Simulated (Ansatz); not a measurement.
**What isotropic strain +2.50 % does to Cs**

Start from Cs in the bcc (W type) structure (space group Im-3m, No. 229; a = 6.0072 Å; relaxed with 0.1 eV smearing).

The change: every lattice vector is stretched by 2.50 %, atoms relaxed at fixed cell.

Level of theory: PBEsol, PAW, 420 eV (Ansatz, an electronic-structure program; without spin-orbit coupling). Γ-centred 16×16×16 mesh, Fermi–Dirac width 0.1 eV.

```tsv
quantity	base	changed	shift
volume per atom	108.39 Å³	116.72 Å³	+8.33 Å³
space group	Im-3m (No. 229)	Im-3m (No. 229)	–
energy relative to the base (free energy F)	0 meV/atom	+3.6 meV/atom	+3.6 meV/atom
pressure	0.0 GPa	-0.1 GPa	-0.1 GPa
band gap	zero	zero	–
```

Final structure:

```yaml
crystal:
  lattice:
    - [-3.07867, 3.07867, 3.07867]
    - [3.07867, -3.07867, 3.07867]
    - [3.07867, 3.07867, -3.07867]
  atoms:
    - { symbol: Cs, position: [0.00000, 0.00000, 0.00000] }
```

Whether these cells are dynamically stable was not tested. The final runs are not spin-polarised.
